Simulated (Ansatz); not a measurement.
Point defect Sb on the P site in zinc-blende AlP

Calculation: PBE, PAW (plane waves to 420 eV; Ansatz, an electronic-structure program). The supercell holds 64 host sites (2×2×2 repeats of the unit cell), with a 2×2×2 shifted k-point sampling for the final energies. Site at the start: the P site. Energies of charged states are corrected for periodic images (point charge plus alignment at distant sites). Dielectric constants: PBE linear response of the host. Host gap at this level: 1.63 eV. Finite-size and sampling errors can reach tenths of an eV here. PBE underestimates the host's gap, which shifts levels and can delocalise carriers. Spin–orbit coupling is left out, which matters for these heavy elements. Each state is the lowest found from its start.

| charge | moment (μB) | largest move off a lattice site (Å) | image correction with alignment (eV) |
|---|---|---|---|
| +1* | 1.0 | 0.24 | – |
| 0 | not spin-polarised | 0.20 | 0.00 |
| −1* | 1.0 | 0.22 | – |

* At this level the carrier isn't localised at the defect: at charge +1 holes occupy the valence band; at charge −1 electrons occupy the conduction band. Such a state is shallow or no state of the defect, and this cell gives it no level.
